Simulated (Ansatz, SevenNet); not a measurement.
**How the c axis length of NbP (I4₁md, No. 109, 4 atoms in the cell; start mp-9339) moves with the method**

No measured value is used here.

```csv
level (code),value (Å)
SevenNet-0,11.597
LDA (Ansatz),11.230
PBE (Ansatz),11.428
PBEsol (Ansatz),[?]
PBE-D3(BJ) (Ansatz),11.252
r²SCAN-D4 (Ansatz),11.416
HSE06 (Ansatz),[?]
```

Q: Complete the blanks.

A: 
- PBEsol (Ansatz, an electronic-structure program), value (Å): 11.289
- HSE06 (Ansatz), value (Å): 11.364

SevenNet-0, LDA, PBE, PBEsol, PBE-D3(BJ), r²SCAN-D4, HSE06: the relaxation could not lower the start's symmetry, so the cell can be a saddle point above a distorted one. HSE06: exact exchange on metals is sensitive to the k mesh and can open a false gap. HSE06: the run warned that the count of filled bands differs between k points. K meshes differ between the levels. Ansatz's density-functional and Hartree–Fock values are scalar-relativistic unless marked +SOC, with PAW data made under PBE.

Machine-learned potentials (SevenNet-0) are trained on DFT data: a solid inside that data is no test of them.

A start named mp-… is a Materials Project structure, which need not be a measured phase.
